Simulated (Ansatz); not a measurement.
Seebeck coefficient (μV/K, mean over directions) of p-type ZnS (F-43m) against carrier density, PBE with spin-orbit coupling, rigid bands (Ansatz, a first-principles code). Computed gap 2.21 eV; densities at which minority carriers matter at this gap, or further valleys turn the trend, are left out. Conductivity mass 0.86 mₑ (harmonic mean over directions), N_v = 5.2e19 cm⁻³ at 300 K.

```csv
hole density,300 K,500 K
1e16 cm⁻³,978,1056
1e17 cm⁻³,779,857
1e18 cm⁻³,581,659
3e18 cm⁻³,487,564
1e19 cm⁻³,385,461
3e19 cm⁻³,295,368
1e20 cm⁻³,…,268
3e20 cm⁻³,130,184
1e21 cm⁻³,…,103
```

Task: What belongs in the gaps?

Result: 
- 1e20 cm⁻³, 300 K: 203
- 1e21 cm⁻³, 300 K: 66

Rigid bands with a gap fixed in temperature, one relaxation time for all states, no polarons or phonon drag, and whether or not such doping can be reached. Geometry: cell and atoms relaxed with PBEsol.
